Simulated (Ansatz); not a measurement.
The parent structure is Sc in the hcp (Mg type) structure (space group P6_3/mmc, No. 194; relaxed with 0.1 eV smearing).

```
CELL_PARAMETERS angstrom
      3.27535     0.00000     0.00000
     -1.63768     2.83654     0.00000
      0.00000     0.00000     5.10512
ATOMIC_POSITIONS crystal
  Sc 0.66667 0.33333 0.25000
  Sc 0.33333 0.66667 0.75000
```

Cartesian axes are those of the cell as printed.

The values are results of Ansatz (a quantum-chemistry and plane-wave program) PBEsol, spin-orbit coupling left out, not measurements.

One thing is altered: the cell is compressed by 2.50 % along x with no lateral relaxation, atoms relaxed at fixed cell.

Predict the stress tensor and what it implies for the stiffness.

Stress of the strained cell less that of the base (GPa, compression positive):
```
    2.8     0.0     0.0
    0.0     1.0     0.0
    0.0     0.0     0.8
```

Then −Δσ_ii/ε with ε = -0.0250 gives secant stiffness values (nonlinear terms included at this strain): C11 ≈ 111 GPa, C12 ≈ 41 GPa and C13 ≈ 32 GPa.

As a check, the harmonic strain energy −½ V₀ Δσ:ε is 5.1 meV/atom; the computed energy rise is 5.1 meV/atom.

No phonon test of stability was made. The final runs are not spin-polarised.
